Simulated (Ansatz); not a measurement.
The parent structure is BN in the zinc blende structure (space group F-43m, No. 216; a = 3.581 Å). Axes: x, y, z lie along the cube axes.

All numbers come from LDA (Ansatz, an electronic-structure program), spin-orbit coupling left out.

Strains are applied to the cell and any free atomic positions relax; under biaxial strain the out-of-plane vector relaxes too.

One change was made to it. Results:

| quantity | base | after |
|---|---|---|
| band gap | 4.39 eV | 4.02 eV |
| pressure (mean of the normal stresses, compression positive) | -0.01 GPa | 20.67 GPa |
| energy relative to the base (free energy F) | 0 meV/atom | +32 meV/atom |

Problem. Name the change that was made.
A) biaxial strain −3.00 %, plane normal [001], relaxed out of plane
B) biaxial strain −0.50 %, plane normal [001], relaxed out of plane
C) biaxial strain +0.50 %, plane normal [001], relaxed out of plane
D) biaxial strain +2.50 %, plane normal [001], relaxed out of plane

Solution. A, biaxial strain −3.00 %, plane normal [001], relaxed out of plane. For comparison, the band gap in the other runs: biaxial strain −0.50 %, plane normal [001], relaxed out of plane gives 4.33 eV; biaxial strain +2.50 %, plane normal [001], relaxed out of plane gives 3.72 eV; biaxial strain +0.50 %, plane normal [001], relaxed out of plane gives 4.25 eV.

Whether these cells are dynamically stable was not tested.
